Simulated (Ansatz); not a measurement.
Worked example: relaxation of cell and atoms of CsH (Pm-3m, 2 atoms in the cell) in Ansatz (an electronic-structure program).

Method of the run: LDA (PW92), default PAW files made with PBE (plane waves; Ansatz).

```
CsH
1.0
    3.81459     0.00000     0.00000
    0.00000     3.81459     0.00000
    0.00000     0.00000     3.81459
Cs H
1 1
Cartesian
  0.00000   0.00000   0.00000
  1.90730   1.90730   1.90730
```

Reference input (self-consistent single point, DFT, LDA (PW92), plane waves, default PAW files made with PBE): basis.ecutwfc = 420 eV; kpoints.mp_grid.grid = 7 7 7; hamiltonian.xc = lda; hamiltonian.pseudopotentials = {kind: paw} (the program's default PAW files); scf.occupations.method = fixed. This run's input differs from it in these lines:

```diff
@@ -17,2 +17,4 @@
   occupations: { method: fixed }
+relax:
+  cell: {}
 output:
```

Log, with long lists cut:

```
   [... SCF lines of the steps left out ...]
relax step   1: F+E_penalty+E_count = -5520.90830230 eV  Δ(F+E_penalty+E_count) = +0.000e0 eV  max|allowed force component| = 4.191e-30 eV/Å  Δτ_max = 0.0000 Å  P = -1.914 GPa  Ω = 55.507 Å³  (6 SCF iters, dr2 threshold 1.00e-7 eV, accepted)
relax step   2: F+E_penalty+E_count = -5520.94630186 eV  Δ(F+E_penalty+E_count) = -3.800e-2 eV  max|allowed force component| = 8.710e-31 eV/Å  Δτ_max = 0.0000 Å  P = -1.097 GPa  Ω = 51.611 Å³  energy of the carried Pulay correction = +6.427e-4 eV  [...]
   [... lines left out ...]
relax step   5: F+E_penalty+E_count = -5520.95934969 eV  Δ(F+E_penalty+E_count) = -4.671e-5 eV  max|allowed force component| = 7.231e-31 eV/Å  Δτ_max = 0.0000 Å  P = -0.004 GPa  Ω = 48.213 Å³  energy of the carried Pulay correction = +1.243e-3 eV  [...]
relax step   6: F+E_penalty+E_count = -5520.95848797 eV  Δ(F+E_penalty+E_count) = +8.617e-4 eV  max|allowed force component| = 2.301e-31 eV/Å  Δτ_max = 0.0000 Å  P = -0.019 GPa  Ω = 48.213 Å³  stress off target by 1.95e-2 GPa  SCF on the basis [...]
basis re-selected at this cell: Δ(F+E_penalty+E_count) = +8.617e-4 eV, ΔP = -0.016 GPa vs the last step
the relaxation is at rest under the 48 symmetry operations that the run kept from its start: a minimum is not shown …
Stability not checked: this state was not tested for a lower state beside it, because too few of the mixer's solves of this state at the end of the SCF gave a …
Free energy (F): -5520.958488 eV
Internal energy: -5520.958488 eV  (E = F + TS)
   [... lines left out ...]
Fermi energy:    5.146658 eV
   [... lines left out ...]
to start a new deck from the relaxed geometry:
  cell:  # Å, volume = 48.2133 Å³
    - [3.639615896750643, 7.74384331805701e-34, -3.771612807758337e-34]
    - [2.608030133024381e-34, 3.639615896750643, 0.0]
    - [2.6481536735324493e-34, 1.2839532962581572e-34, 3.639615896750643]
  atoms:
    - { symbol: Cs, position: [8.414748524226804e-36, 4.0758938169592154e-36, 4.20737426266156e-36] }
    - { symbol: H, position: [0.5, 0.5, 0.5] }
```

The run converged. 

Summary of the result:
Free energy E − TS (on the zero of these files): -5520.9585 eV
Top of the valence band (on the code's own zero): 5.15 eV
Gap on the k-point mesh: 2.81 eV
Pressure: -0.02 GPa
Final cell: a = b = c = 3.640 Å, α = β = γ = 90.00°
Final volume per atom: 24.11 Å³
Relaxation steps: 6

The starting cell comes from a database of computed structures (which also holds hypothetical and non-ambient phases and stackings), without a prior relaxation at this level. Its lattice was rescaled by a random factor within 2.5 % of one. The relaxation keeps the symmetry of its start, so its end need not be a minimum. Ansatz's pressure includes its estimate of the finite-basis (Pulay) stress.

Keys are those of Ansatz 0.2.
